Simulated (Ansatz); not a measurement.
WC (model structure, F-43m, No. 216, 2 atoms in the cell)

These are LDA in Ansatz (plane waves, PAW) values and carry that method's errors.

Run with plane-wave cutoff 520 eV, 20×20×20 k mesh, Fermi–Dirac smearing 0.05 eV, no spin polarisation, scalar-relativistic PAW data made under PBE.

Cell (relaxed at this level):

```yaml
crystal:
  lattice:
    - [0.00000, 2.31748, 2.31748]
    - [2.31748, 0.00000, 2.31748]
    - [2.31748, 2.31748, 0.00000]
  atoms:
    - { symbol: W, position: [0.00000, 0.00000, 0.00000] }
    - { symbol: C, position: [0.25000, 0.25000, 0.25000] }
```

```yaml
bulk modulus B0: 290 GPa
```

Note: the run has no spin polarisation, so it can have missed a magnetic state; the bulk modulus is −V dP/dV from two relaxed cells at ±2 % in volume; the relaxation could raise the start's symmetry but not lower it, so the cell can be a saddle point.

Spin–orbit coupling is not included; it can open a gap where bands touch, and shift volumes and moduli.

A model structure was made by putting elements into a prototype or built by hand; it is no filed structure, need not be a known phase, and can be a saddle point held by its symmetry.

Ansatz is a program for electronic structure.
